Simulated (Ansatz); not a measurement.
A calculation on Si₃N₄ (P6₃/m, No. 176) returned lattice constant a 7.663 Å, lattice parameter c 2.926 Å, cohesive energy 6.03 eV/atom.

### Question
Which level of theory produced these numbers?
A) PBE-D3(BJ) (Ansatz (a quantum-chemistry and plane-wave program))
B) LDA (Ansatz)
C) r²SCAN+rVV10 (Ansatz)
D) PBE (Ansatz)

### Answer
D, PBE (Ansatz)

The others give: PBE-D3(BJ) 7.619 Å, 2.911 Å, 6.29 eV/atom; r²SCAN+rVV10 7.597 Å, 2.903 Å, 6.15 eV/atom; LDA 7.574 Å, 2.891 Å, 7.04 eV/atom.

Unless a cell is named, each level is at its own relaxed cell (LDA 10.26, PBE 10.63, PBE-D3(BJ) 10.45, r²SCAN+rVV10 10.36 Å³/atom).

Ansatz's density-functional and Hartree–Fock values are scalar-relativistic unless marked +SOC, with PAW data made under PBE.
